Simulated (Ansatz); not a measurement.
**Hypothetical CsCl type SiGe: pressure series**

Take SiGe in the CsCl type structure (space group Pm-3m, No. 221; a = 3.2516 Å; a hypothetical phase, not in the database extracts checked) as the base.

Cell and atoms are relaxed at each pressure.

Levels (all Ansatz, a quantum-chemistry and plane-wave program, PAW): PBE (420 eV, no SOC); PBEsol (420 eV, no spin-orbit coupling).

The base cell above is that of PBE; each level relaxes its own structures.

| case | lattice parameter a, PBE | lattice parameter a, PBEsol |
|---|---|---|
| pressure −2 GPa | 3.284 Å | 3.226 Å |
| pressure −1 GPa | 3.267 Å | (withheld) |
| pressure 0.3 GPa | 3.247 Å | (withheld) |
| pressure 0.7 GPa | 3.241 Å | 3.191 Å |
| pressure 1.5 GPa | 3.230 Å | (withheld) |
| pressure 3 GPa | 3.210 Å | 3.166 Å |
| pressure 5 GPa | 3.186 Å | (withheld) |
| pressure 7.5 GPa | 3.158 Å | 3.122 Å |
| pressure 10 GPa | 3.133 Å | 3.101 Å |

**Question.** Complete the table.

**Answer.** 
- pressure −1 GPa, lattice parameter a, PBEsol: 3.213 Å
- pressure 0.3 GPa, lattice parameter a, PBEsol: 3.196 Å
- pressure 1.5 GPa, lattice parameter a, PBEsol: 3.182 Å
- pressure 5 GPa, lattice parameter a, PBEsol: 3.145 Å

PBE lies above PBEsol in every row, by 0.031 Å to 0.058 Å. They put the cases in the same order.

Load acts through the strain it causes; cell and atoms are relaxed under it. No phonon test of stability was made. Competing high-pressure phases were not computed. All final runs are without spin polarisation.
